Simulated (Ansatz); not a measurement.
Input:

```yaml
crystal:
  lattice:
    - [0.00000, 2.85510, 2.80841]
    - [2.85510, 0.00000, 2.80841]
    - [2.85510, 2.85510, 0.00000]
  atoms:
    - { symbol: Be, position: [0.00000, 0.00000, 0.00000] }
    - { symbol: Te, position: [0.75000, 0.75000, 0.75000] }
```

Level of theory: r2SCAN with spin-orbit coupling, rigid bands (plane waves, PAW; Ansatz, an electronic-structure program). Condition of this run: biaxial stress xx = yy = -1 GPa (compression positive) (the target of the relaxation). How the cell was made: cell and atoms relaxed with r2SCAN, then loaded as said.

### Question
What conductivity effective mass do dilute holes have at 300 K?

### Answer
0.43 (x), 0.43 (y), 0.39 (z) mₑ.

### Question
Predict the electron conductivity mass (n e² τ/σ) at 300 K, by direction if it differs.

### Answer
0.28 (x), 0.28 (y), 1.83 (z) mₑ.

### Question
And the band gap?

### Answer
2.01 eV at this level; semilocal functionals usually fall short of the measured gap.

Rigid bands, one relaxation time for all states, no polarons.
